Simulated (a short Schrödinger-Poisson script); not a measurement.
# Gated Al0.4Ga0.6N/GaN polarisation-induced gas

Stack: gated Al0.4Ga0.6N/GaN polarisation-induced gas, at 20 K.

| layer | material | thickness (nm) | Na (cm⁻³) |
|---|---|---|---|
| 1 | Al0.4Ga0.6N | 15 | - |
| 2 | GaN | 6000 | 1e14 |

The device is made up for the run: typed textbook-type constants, with dimensions and the other settings drawn at random. Al0.4Ga0.6N: permittivity 9.26, conduction-band edge (eV) 0.58, gap (eV) 4.258, electron mass (mₑ) 0.248, Nv at 300 K (cm⁻³) 4.6e19. GaN: permittivity 9.5, conduction-band edge (eV) 0, gap (eV) 3.43, Nv at 300 K (cm⁻³) 4.6e19.

Channel valleys (confinement mass, in-plane density-of-states mass, number): Γ 0.2, 0.2, 1. At the gate the conduction-band edge of layer 1 lies 1.36 eV − eVg above the Fermi level of the channel; the field vanishes at the back. Sheet of polarisation charge: +2e13 e/cm² at 15 nm from the gate. The barrier under the gate holds no holes. Gaps are held at their typed values at every temperature. Mesh 0.08 nm at interfaces.

From a short Schrödinger-Poisson script (our own, NumPy): 1D Poisson equation in equilibrium, electrons quantum, Hartree (BenDaniel-Duke, 40 states a valley, the channel's in-plane mass for all, wave functions free to enter the barrier), parabolic valleys, classical holes, full ionisation, no traps, pinning or gate leakage.

```tsv
Vg (V)	electrons (cm⁻²)	in the channel layer	C (μF/cm²)	Γ E0 (meV)	Γ E1 (meV)
0.5	1.72e13	1.58e13	0.520	-180.9	-25.4
0.15	1.61e13	1.49e13	0.518	-170.1	-22.7
-0.2	1.50e13	1.40e13	0.516	-159.2	-20.1
-0.55	1.39e13	1.30e13	0.514	-148.3	-17.6
-0.9	1.27e13	1.20e13	0.512	-137.2	-15.3
-1.25	1.16e13	1.11e13	0.510	-126.1	-13.0
-1.6	1.05e13	1.01e13	0.508	-114.9	-10.9
-1.95	9.41e12	9.05e12	0.506	-103.7	-8.9
-2.3	8.30e12	8.03e12	0.504	-92.3	-7.0
-2.65	7.20e12	7.00e12	0.501	-80.9	-5.3
-3	6.11e12	5.97e12	0.498	-69.4	-3.6
-3.35	5.03e12	4.93e12	0.495	-57.8	-1.9
-3.7	3.95e12	3.89e12	0.490	-46.0	-0.2
-4.05	2.89e12	2.86e12	0.484	-34.1	2.1
-4.4	1.84e12	1.83e12	0.475	-21.9	6.0
-4.75	8.17e11	8.14e11	0.458	-9.8	10.7
```

Gate voltages with under 1e6 electrons/cm² are left out.

Subbands count from the Fermi level.
